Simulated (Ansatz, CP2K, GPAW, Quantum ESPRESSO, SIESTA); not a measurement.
**GaIr (P1, 2 atoms in the cell) computed with different codes at matched settings**

Self-consistent single point, at a second geometry (atoms moved at random). First geometry:

```
CELL_PARAMETERS angstrom
      3.02850     0.00000     0.00000
      0.00000     3.02850     0.00000
      0.00000     0.00000     3.02850
ATOMIC_POSITIONS crystal
  Ga 0.00000 0.00000 0.00000
  Ir 0.50000 0.50000 0.50000
```

Second geometry:
```yaml
crystal:
  lattice:
    - [3.02850, 0.00000, 0.00000]
    - [0.00000, 3.02850, 0.00000]
    - [0.00000, 0.00000, 3.02850]
  atoms:
    - { symbol: Ga, position: [0.98819, 0.98917, 0.98972] }
    - { symbol: Ir, position: [0.51181, 0.51083, 0.51028] }
```

Shared settings, as Ansatz (a program for electronic structure) writes them: kpoints.mp_grid.grid = 9 9 9; scf.occupations.method = gaussian; scf.occupations.width = 0.0073 Ry. Potentials and cutoffs stand in the table.

```json
[
 {"code": "SIESTA", "model": "GGA PBEsol, numerical atomic orbitals DZP, PseudoDojo PBEsol standard norm-conserving potentials (rewritten from UPF to PSML)", "ΔF from the first geometry (meV/atom)": "23.9", "pressure (GPa)": "1.42", "largest force (eV/Å)": "0.847", "cutoff": "grid 300 Ry"},
 {"code": "Ansatz", "model": "PBEsol, PAW files made with PBE", "ΔF from the first geometry (meV/atom)": "19.4", "pressure (GPa)": "-0.96", "largest force (eV/Å)": "0.691", "cutoff": "30.9 Ry"},
 {"code": "GPAW", "model": "PBEsol, GPAW PAW datasets PBEsol (made by gpaw-setup)", "ΔF from the first geometry (meV/atom)": "20.7", "pressure (GPa)": "0.16", "largest force (eV/Å)": "0.739", "cutoff": "550 eV"},
 {"code": "CP2K", "model": "PBEsol, GPW, DZVP-MOLOPT-SR-GTH basis, GTH-PBE potentials (GTH_POTENTIALS)", "ΔF from the first geometry (meV/atom)": "15.4", "pressure (GPa)": "0.91", "largest force (eV/Å)": "–", "cutoff": "grid 600 Ry"},
 {"code": "Quantum ESPRESSO", "model": "PBEsol, PseudoDojo standard norm-conserving (PBESOL) pseudopotentials", "ΔF from the first geometry (meV/atom)": "19.4", "pressure (GPa)": "-0.75", "largest force (eV/Å)": "0.692", "cutoff": "80 Ry"}
]
```

Size of the force on each atom (eV/Å): Sizes of forces hide their directions.

| code | Ga1 | Ir2 |
|---|---|---|
| SIESTA | 0.847 | 0.832 |
| Ansatz | 0.691 | 0.691 |
| GPAW | 0.739 | 0.739 |
| Quantum ESPRESSO | 0.692 | 0.692 |

A dash marks a value that a program does not give, or that is left out as unsure.

On Ansatz's run: spin-orbit coupling is off. Spin polarisation is off.

The spread over the programs that give each value: ΔF from the first geometry within 8.5 meV/atom; pressure within 2.38 GPa; largest force within 0.156 eV/Å.

SIESTA and CP2K use small atom-centred bases, whose incompleteness enters pressures, forces and empty levels differently from a plane-wave cutoff. Ansatz's pressure is given at a fixed set of plane waves, as the other plane-wave codes print theirs; with its correction for the finite basis it is -0.89 GPa. In the pressure, SIESTA (by 2.17) and CP2K (by 1.67) lie more than 1 GPa from the median of the plane-wave programs. In the force vectors, SIESTA (by 0.155) lies more than 0.08 eV/Å from the median of the plane-wave programs.

The starting cell comes from a database of computed structures (which also holds hypothetical and non-ambient phases and stackings), without a prior relaxation at this level. For this run, on top of that: atoms moved at random.

Left out of this page: Elk and FLEUR (not drawn, or without a comparable value).

Keys are those of Ansatz 0.2.
